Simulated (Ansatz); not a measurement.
Start from Co in the hcp (Mg type) structure (space group P6_3/mmc, No. 194; ferromagnetic).

Space group P6₃/mmc (No. 194); a = 2.457 Å, b = 2.457 Å, c = 3.969 Å, α = 90.00°, β = 90.00°, γ = 120.00°

```tsv
atom	site	symmetry	x	y	z
Co	2c	-6m2	0.3333	0.6667	0.2500
```

All numbers come from PBEsol, PAW, 420 eV (Ansatz, a first-principles code; spin-orbit coupling left out).

One change was made to it. Results:

The volume per atom drops by 0.03 Å³ to 10.35 Å³; the magnetic state remains ferromagnetic.

Problem. Name the change that was made.
(A) pressure 7.5 GPa
(B) pressure 5 GPa
(C) pressure 0.7 GPa

Solution. C, pressure 0.7 GPa. For comparison, the volume per atom in the other runs: pressure 5 GPa gives 10.18 Å³; pressure 7.5 GPa gives 10.08 Å³.

Other magnetic orders, which the real material may have, were not ruled out. Load acts through the strain it causes; cell and atoms are relaxed under it. No phonon test of stability was made. No other phases were tried under pressure.
